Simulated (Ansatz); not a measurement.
The starting structures come from a database of crystals and need not be the phases stable at ambient conditions.

 Where the default PAW files enter, the runs use the earlier of Ansatz's two default sets.

Given:

```
CELL_PARAMETERS angstrom
      4.41573     0.00000     0.00000
     -2.20787     5.46218     0.00000
      2.20787     0.00000     7.42064
ATOMIC_POSITIONS crystal
  Cu 0.05232 0.50000 0.89536
  Cu 0.44768 0.50000 0.10464
  Cu 0.19768 0.00000 0.60464
  Cu 0.80232 0.00000 0.39536
  S  0.75000 0.50000 0.50000
  S  0.50000 0.00000 0.00000
  O  0.96077 0.65640 0.61991
  O  0.41932 0.34360 0.61991
  O  0.92428 0.34360 0.38009
  O  0.69563 0.65640 0.38009
  O  0.28923 0.84360 0.88009
  O  0.83068 0.15640 0.88009
  O  0.32572 0.15640 0.11991
  O  0.55437 0.84360 0.11991
```

Space group of this cell: Fddd. The cell was relaxed by PBE-D3(BJ); by r2SCAN its mean pressure is -3.1 GPa.

Transport runs along the normal of the first two printed cell vectors.

The gap is the functional's own, uncorrected, and κ follows it; spin-orbit coupling is left out. Mid-gap values are interpolated between the computed energies.

**Question.** Predict the band gap and the smallest decay constant κ at mid-gap from r2SCAN (Ansatz, an electronic-structure program).

**Answer.** Gap 1.58 eV on a 8×8×8 mesh; κ = 0.482 1/Å, at the zone centre.
